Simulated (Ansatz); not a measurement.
# Effect of In on a Sn site, symmetric start on SnO2

Start from a 12-atom supercell of SnO₂ in the rutile structure (space group P4_2/mnm, No. 136; a = 4.8275 Å, c = 3.2382 Å) at its relaxed geometry.

The change: a neutral In on a Sn site, symmetric start, atoms relaxed at fixed cell.

The values are results of Kohn–Sham DFT with the PBE functional, run in Ansatz (an electronic-structure program) with PAW and 420 eV plane waves, no spin-orbit coupling, not measurements. Γ-centred 5×5×5 mesh, Fermi–Dirac width 0.01 eV.

```tsv
quantity	base	changed	shift
pressure	0.0 GPa	5.1 GPa	+5.1 GPa
energy gained by relaxation	–	0.19 eV	–
largest displacement of a host atom from its site in the perfect cell	–	0.07 Å	–
mean distance from the defect site to its nearest host atoms	2.09 Å	2.14 Å	+0.05 Å
```

Cost of the whole job for the changed cell (relaxation, final SCF and bands): about 3 core-minutes (a rough figure).

The magnetic state is the one reached from the starting moments; the real material's order can differ, and small cells can't hold many antiferromagnetic ones. The cell is small, so the values are those of an ordered compound at a high defect concentration; dilute-limit values will differ. A case with no gap was solved on a k-mesh chosen for an insulator, which is coarse for it. The defect started on the symmetric site and kept its symmetry, so it may sit on a saddle. Starting moments died away, wholly or in part, for In on a Sn site; another magnetic solution may exist. The defect cell is spin-polarised and ends with 0.2 μB, a fractional moment that hangs on the mesh and smearing.
